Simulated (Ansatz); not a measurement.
Consider GaN in the zinc blende structure (space group F-43m, No. 216; a = 4.498 Å). Axes: x, y, z lie along the cube axes.

The values are results of PBEsol (Ansatz, a quantum-chemistry and plane-wave program, PAW, no spin-orbit coupling), not measurements.

Before the change:

| Quantity | Value |
|---|---|
| Electron mass | 0.15 mₑ (at Γ) |
| Band gap | 1.70 eV |
| Pressure | 0.00 GPa |

One thing is altered: uniaxial strain ε_zz = −1.50 %, all other strain components held at zero; the atoms relax in the strained cell.

### Question
Estimate the effect on the electron mass.

### Answer
The electron mass goes from 0.15 mₑ (at Γ) to 0.16 mₑ (at Γ).

### Question
How does this affect the energy relative to the base?

### Answer
The energy increases by 2.2 meV/atom.

### Question
Predict the new band gap.

### Answer
The band gap grows by 0.05 eV, from 1.70 eV to 1.75 eV.

### Question
How does this affect the pressure?

### Answer
The pressure (mean of the normal stresses, compression positive) goes from zero to 2.93 GPa.

Masses are band curvatures over ±0.01 Å⁻¹ around the edge. Whether these cells are dynamically stable was not tested. This is not the structure that GaN has at room temperature and ambient pressure.
